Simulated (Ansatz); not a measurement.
Take CdTe in the zinc blende structure (space group F-43m, No. 216) as the base.

```xyz
2
Lattice="0.0000 3.2789 3.2789 3.2789 0.0000 3.2789 3.2789 3.2789 0.0000" Properties=species:S:1:pos:R:3 pbc="T T T"
Cd     0.0000     0.0000     0.0000
Te     1.6394     1.6394     1.6394
```

Cartesian axes are those of the cell as printed.

Method: r2SCAN in Ansatz (plane waves to 500 eV, PAW, no SOC).

Strains are applied to the cell and any free atomic positions relax; under biaxial strain the out-of-plane vector relaxes too.

One change was made to it. Results:

```tsv
quantity	base	after
energy relative to the base (free energy F)	0 meV/atom	+5.7 meV/atom
electron mass	0.090 mₑ (at Γ)	0.091 mₑ (at Γ)
```

Problem. What was done to the base?
A) biaxial strain −1.00 %, plane normal [001], relaxed out of plane
B) biaxial strain −2.50 %, plane normal [001], relaxed out of plane
C) biaxial strain −1.50 %, plane normal [001], relaxed out of plane

Solution. B, biaxial strain −2.50 %, plane normal [001], relaxed out of plane. For comparison, the energy relative to the base in the other runs: biaxial strain −1.50 %, plane normal [001], relaxed out of plane gives +2.0 meV/atom; biaxial strain −1.00 %, plane normal [001], relaxed out of plane gives +0.9 meV/atom.

Spin-orbit coupling, missing from the scalar runs, can matter with Te. The levels and masses belong to the bands next to the band gap. Masses are band curvatures over ±0.01 Å⁻¹ around the edge. Whether these cells are dynamically stable was not tested.

Ansatz is a quantum-chemistry and plane-wave program.
